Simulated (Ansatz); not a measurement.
WIr (model structure, Pm-3m, No. 221, 2 atoms in the cell), treated with LDA (plane waves, PAW; Ansatz, a quantum-chemistry and plane-wave program).

Input:

Ansatz 0.2 input:
```yaml
crystal:
  lattice:
    - [3.1248166244, 0.0, 0.0]
    - [0.0, 3.1248166244, 0.0]
    - [0.0, 0.0, 3.1248166244]
  atoms:
    - { symbol: Ir, position: [0.0, 0.0, 0.0] }
    - { symbol: W, position: [0.5, 0.5, 0.5] }
basis:
  ecutwfc: 520
  ecutrho_ratio: 4
  xc_grid: 2
kpoints:
  mp_grid: { grid: [18, 18, 18] }
hamiltonian:
  xc: lda
  dispersion: none
  pseudopotentials: { kind: paw }
scf:
  occupations: { method: fermi_dirac, width: 0.05 }
output:
  forces: true
  stress: true
  eigenvalues: true
relax:
  f_tol: 0.004
  escape_saddle: false
  max_steps: 80
```

From the output:

```
WARN output.stress: scf.convergence.dr2_threshold = 1e-7 eV (the SCF's general default) is looser than the 2e-10 eV advised for a printed stress (1e-10 eV for …
Relaxation: its limit of steps is 80 (relax.max_steps)
Crystal: 2 atoms, lattice volume = 30.512 Å³
Basis set: ecut = 520 eV, 799 PW (Γ), exchange–correlation on 48×48×48 points (8 copies of the dense FFT grid, shifted against one another)
Bands: 20, of which v1, the nominal top of the filled ones, is band 16 counted from 1 (15 counted from 0)
Symmetry: 48 space group operations
Space group: Pm-3m (ITA 221), of the structure as read, at distance tolerance 3.1e-5 Å
k-points: 220 of 5832
Functional: x = slater, c = lda
SCF iter   1: F=—  HF=-21792.408206 eV  |F-HF|=—  |Δ(HF+E_count)|=         —  Δρ=6.99e-3  dr2=1.48e-2
SCF iter   2: F=—  HF=-21792.408879 eV  |F-HF|=—  |Δ(HF+E_count)|=   6.73e-4  Δρ=4.72e-3  dr2=8.69e-3
  ...
SCF iter   5: F=-21792.407967 eV  HF=-21792.407967 eV  |F-HF|=2.71e-8  |Δ(HF+E_count)|=   7.42e-7  Δρ=2.74e-5  dr2=6.40e-8
SCF iter   6: F=-21792.407967 eV  HF=-21792.407967 eV  |F-HF|=5.52e-9  |Δ(HF+E_count)|=   1.55e-8  Δρ=4.71e-6  dr2=6.49e-9
SCF 1 converged in 6 iterations: F = -21792.407967 eV  dr2 = 6.49e-9
SCF converged after 6 iterations
Free energy (F): -21792.407967 eV
Internal energy: -21792.378551 eV  (E = F + TS)
E sigma→0 (E₀):  -21792.393259 eV
Fermi energy:    23.478190 eV
--- Stress (GPa, compression-positive) ---
       -6.480235       0.000000       0.000000
        0.000000      -6.480235       0.000000
        0.000000      -0.000000      -6.480235
  P = ⅓ Tr σ = -6.4802 GPa (-64.802 kbar)
```

The cell is one volume of an energy–volume scan, off the minimum.

The PAW data were made under PBE.

Note: the run has no spin polarisation, so it can have missed a magnetic state. Note: the relaxation could raise the start's symmetry but not lower it, so the cell can be a saddle point.

A model structure was made by putting elements into a prototype or built by hand; it is no filed structure, need not be a known phase, and can be a saddle point held by its symmetry.
